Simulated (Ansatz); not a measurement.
Given:

```xyz
6
Lattice="3.5912 0.0000 0.0000 0.0000 3.5912 0.0000 0.0000 0.0000 5.4777" Properties=species:S:1:pos:R:3 pbc="T T T"
Hf     0.0000     0.0000     0.0000
Hf     1.7956     1.7956     2.7388
O      0.0000     1.7956     0.9989
O      0.0000     1.7956     3.7377
O      1.7956     0.0000     1.7399
O      1.7956     0.0000     4.4788
```

No spin polarisation.

A single point on HfO2 with a change (uniaxial stress, 8 GPa tension along z), its geometry relaxed with PBE.

Computed with r2SCAN, PAW, 500 eV (Ansatz, a first-principles code; scalar-relativistic without spin-orbit coupling), earlier PAW set. k-mesh 9×9×6 (Γ-centred); smearing 0.05 eV (Fermi–Dirac).

Question: Predict the pressure, smallest direct gap, gap character and band gap.

Answer: The pressure comes out as -8.41 GPa and the smallest direct gap is 5.32 eV. The gap character is indirect, Z → Γ and the band gap comes out as 5.28 eV.

Single points use the geometry relaxed with PBE. Spin-orbit coupling, missing from the scalar runs, can matter with Hf. Load acts through the strain it causes; cell and atoms are relaxed under it. Beyond what the load breaks, stability against distortions was not tested. The cell was made from HfO₂ (space group P4_2/nmc, No. 137) by this change: uniaxial stress, 8 GPa tension along z. This is not the structure that HfO2 has at room temperature and ambient pressure.
